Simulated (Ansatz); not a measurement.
The parent structure is ZnS (space group P4_2/mnm, No. 136; a = 6.5179 Å, c = 3.8080 Å; a hypothetical phase, not in the database extracts checked). Axes: x, y, z lie along a, b, c of the conventional cell.

The change: uniaxial stress, 2 GPa tension along x; all other stress components relax to zero.

Levels (all Ansatz, a program for electronic structure, PAW): PBEsol (420 eV, scalar-relativistic without spin-orbit coupling); r2SCAN (500 eV, spin-orbit coupling left out).

The geometry is relaxed with PBEsol.

| Quantity | Result |
|---|---|
| PBEsol pressure | -0.67 GPa |
| PBEsol width of the top valence band | 1.54 eV |
| PBEsol band gap | 2.16 eV |
| PBEsol gap character | direct at Γ |

Task: What does r2SCAN give at this geometry for the pressure, width of the top valence band, band gap and gap character?

Result: The pressure goes up by 1.30 GPa (-0.67 GPa → 0.63 GPa); the width of the top valence band goes up by 0.02 eV (1.54 eV → 1.56 eV); the band gap rises by 0.69 eV, from 2.16 eV to 2.85 eV; the gap character remains direct at Γ.

Single points use the geometry relaxed with PBEsol. Their cutoffs differ, which shifts pressures a little. Load acts through the strain it causes; cell and atoms are relaxed under it. Stability under load was not tested beyond the relaxation. k-point labels follow each cell's own Brillouin zone.
